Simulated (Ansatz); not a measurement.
# A computed series for Cu: response to strain

The parent structure is Cu in the fcc (Cu type) structure (space group Fm-3m, No. 225; a = 3.564 Å; relaxed with 0.1 eV smearing).

Strains are applied to the cell and any free atomic positions relax.

Method: Ansatz (a program for electronic structure), PBEsol, PAW, cutoff 420 eV, spin-orbit coupling left out.

Candidates:
(a) isotropic strain −1.00 %
(b) isotropic strain −3.00 %
(c) isotropic strain +0.50 %
(d) isotropic strain +2.00 %
(e) isotropic strain +1.50 %

Notes on the quantities. energy relative to the base: free energy F.

### Question
Order them by energy relative to the base, highest first.

### Answer
(b) isotropic strain −3.00 % (+54 meV/atom), (d) isotropic strain +2.00 % (+20 meV/atom), (e) isotropic strain +1.50 % (+11 meV/atom), (a) isotropic strain −1.00 % (+5.5 meV/atom), (c) isotropic strain +0.50 % (+1.3 meV/atom)

No phonon test of stability was made. The final runs are not spin-polarised.
